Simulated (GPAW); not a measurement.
Input and output of a self-consistent single point for LiCa₆Ge (Fm-3m, 8 atoms in the cell) (GPAW).

Level of theory: PBEsol, GPAW PAW datasets PBEsol (made by gpaw-setup) (plane waves; GPAW).

The change in words: lattice scaled by 0.98. Reference geometry:
```
CELL_PARAMETERS angstrom
      0.00000     5.09675     5.09675
      5.09675     0.00000     5.09675
      5.09675     5.09675     0.00000
ATOMIC_POSITIONS crystal
  Li 0.50000 0.50000 0.50000
  Ca 0.50000 0.00000 0.00000
  Ca 0.50000 0.00000 0.50000
  Ca 0.00000 0.50000 0.50000
  Ca 0.00000 0.50000 0.00000
  Ca 0.50000 0.50000 0.00000
  Ca 0.00000 0.00000 0.50000
  Ge 0.00000 0.00000 0.00000
```

Reference input (self-consistent single point, DFT PBEsol, plane waves, GPAW PAW datasets PBEsol (made by gpaw-setup)): mode = pw; ecut = 600 eV; xc = PBEsol; kpts = 4 4 4; mesh shift (steps) = 0 0 0; occupations.name = methfessel-paxton; occupations.width = 0.2 eV; occupations.order = 0; nbands = -14; convergence.density = 1e-05 e/electron; symmetry.symmorphic = false; symmetry.tolerance = 0.0005. This run's input differs from it in these lines:

```diff
@@ -5,5 +5,5 @@
 atoms = Atoms(['Li', 'Ca', 'Ca', 'Ca', 'Ca', 'Ca', 'Ca', 'Ge'],
-              cell=[[0.000000, 5.096755, 5.096755],
-                    [5.096755, 0.000000, 5.096755],
-                    [5.096755, 5.096755, 0.000000]],
+              cell=[[0.000000, 4.994820, 4.994820],
+                    [4.994820, 0.000000, 4.994820],
+                    [4.994820, 4.994820, 0.000000]],
               scaled_positions=[[0.500000, 0.500000, 0.500000],
```

Log, with long lists cut:

```
     iter     time        total  log10-change:
                         energy   eigst   dens
iter:   1 --:--:--   -19.950561
iter:   2 --:--:--   -20.773460   -0.74  -1.34
iter:   3 --:--:--   -20.788238   -1.52  -1.40
iter:   4 --:--:--   -20.826023   -1.66  -1.47
iter:   5 --:--:--   -20.835667   -2.41  -1.92
iter:   6 --:--:--   -20.738123   -2.74  -1.96
iter:   7 --:--:--   -20.749437   -3.50  -2.31
iter:   8 --:--:--   -20.736484c  -3.80  -2.44
iter:   9 --:--:--   -20.734546c  -4.36  -2.58
iter:  10 --:--:--   -20.731121c  -3.83  -2.64
iter:  11 --:--:--   -20.730166c  -3.89  -2.81
iter:  12 --:--:--   -20.729900c  -5.03  -3.28
   [... 3 lines left out ...]
iter:  16 --:--:--   -20.729725c  -5.98  -3.46
iter:  17 --:--:--   -20.729702c  -6.49  -3.64
iter:  18 --:--:--   -20.729693c  -7.13  -4.08
iter:  19 --:--:--   -20.729701c  -7.02  -4.18
iter:  20 --:--:--   -20.729691c  -7.50c -4.47
iter:  21 --:--:--   -20.729689c  -8.01c -4.74
iter:  22 --:--:--   -20.729691c  -8.12c -4.72
iter:  23 --:--:--   -20.729688c  -8.72c -5.09c
Converged after 23 iterations.

Dipole moment: (-0.000000, -0.000000, -0.000000) |e|*Ang

Energy contributions relative to reference atoms: (reference = -168182.111287)

Kinetic:        +12.681488
Potential:       +6.146994
External:        +0.000000
XC:             -36.231767
Entropy (-ST):   -0.168641
Local:           -3.242083
SIC:             +0.000000
--------------------------
Free energy:    -20.814008
Extrapolated:   -20.729688

Showing only first 2 kpts
 Kpt  Band  Eigenvalues  Occupancy
  0    30      3.56969    1.99984
  0    31      3.56969    1.99984
  0    32      3.56969    1.99984
  0    33      4.30447    0.15679

  1    30      3.27561    2.00000
  1    31      4.10543    0.99321
  1    32      4.21745    0.42336
  1    33      4.21745    0.42336

Fermi level: 4.10422

No gap
   [... lines left out ...]
  2 Ca    0.00000    0.00000   -0.00000
  3 Ca   -0.00000   -0.00000   -0.00000
  4 Ca    0.00000    0.00000   -0.00000
  5 Ca    0.00000    0.00000    0.00000
  6 Ca   -0.00000    0.00000    0.00000
  7 Ge   -0.00000    0.00000    0.00000

Stress tensor:
    -0.003359    -0.000000    -0.000000
    -0.000000    -0.003359     0.000000
    -0.000000     0.000000    -0.003359
Stress (GPa, Voigt): [-0.5381 -0.5381 -0.5381  0.     -0.     -0.    ]
```

The run converged in 23 iterations. GPAW prints stress with tension positive. Against the reference run the free energy drops by 1.4 meV/atom and the pressure goes from -0.75 to 0.54 GPa.

The starting cell comes from a database of computed structures (which also holds hypothetical and non-ambient phases and stackings), without a prior relaxation at this level. For this run, on top of that: lattice scaled by 0.98.

Cost on one core of a shared machine: roughly 60 s.
